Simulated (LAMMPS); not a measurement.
Interface speed of Si (diamond structure) against its melt at 1350 K on three faces.

All values are model results, not measurements: classical MD, pair style sw, file Si.sw (LAMMPS).

```json
[
 {"face": "001", "speed": "18.2 ± 0.6 m/s"},
 {"face": "110", "speed": "15.9 ± 0.4 m/s"},
 {"face": "111", "speed": "11.4 ± 0.4 m/s"}
]
```

The ± values are statistical; the model's systematic error is not in them.
